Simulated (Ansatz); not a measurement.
ZrS2: pressure series

Start from ZrS2 in the CdI2 type structure (space group P-3m1, No. 164; a = 3.6348 Å, c = 5.7202 Å; layered, stacked along the Cartesian z axis).

Cell and atoms are relaxed at each pressure.

Calculations: Kohn–Sham DFT with the PBE-D3(BJ) functional, run in Ansatz (a program for electronic structure) with PAW and 420 eV plane waves, spin-orbit coupling left out.

Two rows of this table had their results exchanged by mistake.

| pressure | volume per atom (Å³) | shortest distance (Å) | band gap |
|---|---|---|---|
| pressure −1 GPa | 18.79 | 2.510 | zero |
| pressure 0.9 GPa | 21.30 | 2.551 | 0.54 eV |
| pressure 2.1 GPa | 20.75 | 2.544 | 0.40 eV |
| pressure 4.5 GPa | 19.91 | 2.531 | 0.18 eV |
| pressure 9 GPa | 22.62 | 2.564 | 0.83 eV |
| pressure 15 GPa | 17.68 | 2.487 | zero |
| pressure 22.5 GPa | 16.62 | 2.463 | zero |
| pressure 30 GPa | 15.76 | 2.443 | zero |

Question: Which two?

Answer: The rows for pressure −1 GPa and pressure 9 GPa: the volume has to fall steadily with pressure, so 22.62 Å³ belongs to pressure −1 GPa and 18.79 Å³ to pressure 9 GPa.

A case with no gap was solved on a k-mesh chosen for an insulator, which is coarse for it. Load acts through the strain it causes; cell and atoms are relaxed under it. Stability against distortions was not tested. Competing high-pressure phases were not computed. All final runs are without spin polarisation. The zero or small gap of ZrS2 under pressure 4.5 GPa, ZrS2 under pressure 9 GPa, ZrS2 under pressure 15 GPa and ZrS2 under pressure 22.5 GPa can change with the level of theory.
